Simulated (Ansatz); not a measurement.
Base system: BeSe in the zinc blende structure (space group F-43m, No. 216).

```
CELL_PARAMETERS angstrom
      0.00000     2.56445     2.56445
      2.56445     0.00000     2.56445
      2.56445     2.56445     0.00000
ATOMIC_POSITIONS crystal
  Be 0.00000 0.00000 0.00000
  Se 0.25000 0.25000 0.25000
```

Cartesian axes are those of the cell as printed.

Level of theory: Ansatz (a program for electronic structure), PBEsol, PAW, cutoff 420 eV, spin-orbit coupling left out.

Before the change:

| Item | Result |
|---|---|
| Electron mass | 0.84 mₑ along k, 0.26 mₑ across (at X) |
| Valence-band top at Γ | 0.00, 0.00, 0.00 eV |

Now apply this change: the cell is compressed by 1.00 % along z with no lateral relaxation; the atoms relax in the strained cell.

Task: What does the calculation give for the electron mass after the change?

Result: The electron mass becomes 0.82 mₑ along k, 0.26 mₑ across (at X) (base: 0.84 mₑ along k, 0.26 mₑ across (at X)).

Task: Predict the new valence-band top at Γ.

Result: The valence-band top at Γ (three highest levels, from the VBM) changes from 0.00, 0.00, 0.00 eV to 0.00, -0.05, -0.05 eV.

The levels and masses belong to the bands next to the band gap. Masses are band curvatures over ±0.01 Å⁻¹ around the edge. Along k means along the line from Γ to the band edge. Whether these cells are dynamically stable was not tested.
